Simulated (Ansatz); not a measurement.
The reference is InP in the zinc blende structure (space group F-43m, No. 216).

```
CELL_PARAMETERS angstrom
      0.00000     2.95348     2.95348
      2.95348     0.00000     2.95348
      2.95348     2.95348     0.00000
ATOMIC_POSITIONS crystal
  In 0.00000 0.00000 0.00000
  P  0.25000 0.25000 0.25000
```

Cartesian axes are those of the cell as printed.

Computed with Ansatz (an electronic-structure program) r2SCAN, scalar-relativistic without spin-orbit coupling.

Before the change:

The band gap is 1.03 eV and the gap character is direct at Γ.

Modification: compressive biaxial strain of 3.00 % in the plane normal to [001], as in epitaxy on a mismatched substrate; the out-of-plane cell vector and the atoms relax.

### Question
How does this affect the band gap, gap character and in-plane stress?

### Answer
The band gap rises by 0.04 eV, from 1.03 eV to 1.07 eV; the gap character stays direct at Γ; the mean in-plane stress (compression positive) comes out as +3.1 GPa.

Whether these cells are dynamically stable was not tested. k-point labels follow each cell's own Brillouin zone.
